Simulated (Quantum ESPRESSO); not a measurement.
How a calculation on NaMoO2 (R-3m, 4 atoms in the cell) responds to its settings

```yaml
crystal:
  lattice:
    - [1.61678, -0.93344, 5.21932]
    - [0.00000, 1.86689, 5.21932]
    - [-1.61678, -0.93344, 5.21932]
  atoms:
    - { symbol: Na, position: [0.50000, 0.50000, 0.50000] }
    - { symbol: Mo, position: [0.00000, 0.00000, 0.00000], spin: 2.0 }
    - { symbol: O, position: [0.26510, 0.26510, 0.26510] }
    - { symbol: O, position: [0.73490, 0.73490, 0.73490] }
```
(The spins are starting values, not results.)

Base run A: Quantum ESPRESSO with PBEsol+U, GBRV 1.5 ultrasoft (PBESOL) pseudopotentials, self-consistent single point.

Its settings: ecutwfc = 40 Ry; ecutrho = 320 Ry; occupations = smearing; smearing = gauss; degauss = 0.000734986 Ry; nspin = 2; potentials = {Na: na_pbesol_v1.5.uspp.F.UPF, Mo: mo_pbesol_v1.uspp.F.UPF, O: o_pbesol_v1.2.uspp.F.UPF}; K_POINTS = automatic 6 6 6 0 0 0; HUBBARD = ortho-atomic; U Mo-4d 4.38 eV; conv_thr = 1e-09 Ry; mixing_beta = 0.3.

The starting cell comes from a database of computed structures (which also holds hypothetical and non-ambient phases and stackings), without a prior relaxation at this level. With one magnetic atom in the cell only a parallel order is possible. With U or open f shells several self-consistent states can exist.

A dash stands where there is no value to compare (another energy zero or no entropy term, no result, no spin, no clean gap, or a mesh too coarse for one). Total energies depend on the potentials, the functional and any Hubbard or dispersion term, so they are compared only between runs that share all of them.

Run A gave: pressure (GPa) 1.54; largest force (eV/Å) 0.009; gap on the mesh (eV) 2.575; size of the net moment (μB/atom) 0.75; Hubbard energy (eV/atom) 0.587.

Runs:
- B: HUBBARD: ortho-atomic; U Mo-4d 4.38 eV → default [PBEsol]
- C: HUBBARD: ortho-atomic; U Mo-4d 4.38 eV → ortho-atomic; U Mo-4d 1 eV
- D: HUBBARD: ortho-atomic; U Mo-4d 4.38 eV → ortho-atomic; U Mo-4d 2 eV
- E: HUBBARD: ortho-atomic; U Mo-4d 4.38 eV → ortho-atomic; U Mo-4d 3 eV
- F: HUBBARD: ortho-atomic; U Mo-4d 4.38 eV → ortho-atomic; U Mo-4d 4 eV
- G: HUBBARD: ortho-atomic; U Mo-4d 4.38 eV → ortho-atomic; U Mo-4d 5 eV
- H: HUBBARD: ortho-atomic; U Mo-4d 4.38 eV → ortho-atomic; U Mo-4d 6 eV
- I: HUBBARD: ortho-atomic; U Mo-4d 4.38 eV → ortho-atomic; U Mo-4d 7 eV
- J: HUBBARD: ortho-atomic; U Mo-4d 4.38 eV → ortho-atomic; U Mo-4d 8 eV

Problem. What does run F change against A?

Solution. The pressure goes from 1.54 to 1.20 GPa, the largest force goes from 0.009 to 0.041 eV/Å, the gap on the mesh goes from 2.575 to 2.480 eV and the size of the net moment stays at 0.75 μB/atom.

Problem. What does run B change against A?

Solution. The pressure goes from 1.54 to -10.58 GPa, the largest force goes from 0.009 to 0.318 eV/Å, no clean gap remains on the mesh (levels overlap or are partly filled), against 2.57 eV before and the size of the net moment goes from 0.75 to 0.23 μB/atom.

```
run  pressure (GPa)  largest force (eV/Å)  gap on the mesh (eV)  size of the net moment (μB/atom)  Hubbard energy (eV/atom)
---  --------------  --------------------  --------------------  --------------------------------  ------------------------
A              1.54                 0.009                 2.575                              0.75                     0.587
B            -10.58                 0.318                     –                              0.23                         –
C             -1.39                 0.316                 0.664                              0.75                     0.148
D             -0.56                 0.219                 1.304                              0.75                     0.287
E              0.31                 0.128                 1.938                              0.75                     0.418
F              1.20                 0.041                 2.480                              0.75                     0.542
G              2.10                 0.043                 2.721                              0.75                     0.659
H              3.02                 0.125                 2.915                              0.75                     0.770
I              3.96                 0.206                 3.082                              0.75                     0.875
J              4.90                 0.285                 3.223                              0.75                     0.973
```
